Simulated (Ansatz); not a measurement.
**How the bulk modulus of ZrTiB4 (model structure, Pmmm, No. 47, 6 atoms in the cell) moves with the method**

No measured value is used here.

```json
[
 {"level (code)": "LDA (Ansatz)", "value (GPa)": "266", "cell (Å³/atom)": "9.09"},
 {"level (code)": "PBEsol (Ansatz)", "value (GPa)": "254", "cell (Å³/atom)": "9.28"},
 {"level (code)": "r²SCAN (Ansatz)", "value (GPa)": "247", "cell (Å³/atom)": "9.46"}
]
```

The crystal itself was run without spin with LDA, PBEsol, r²SCAN; a magnetic state was not tried in these runs. LDA, PBEsol, r²SCAN: the run has no spin polarisation, so it can have missed a magnetic state. LDA, PBEsol, r²SCAN: the bulk modulus is −V dP/dV from two relaxed cells at ±2 % in volume. Each level is taken at its own relaxed cell. Cutoffs differ between the levels. Ansatz's density-functional and Hartree–Fock values are scalar-relativistic unless marked +SOC, with PAW data made under PBE.

A model structure was made by putting elements into a prototype or built by hand; it is no filed structure, need not be a known phase, and can be a saddle point held by its symmetry.

Ansatz is an electronic-structure program.
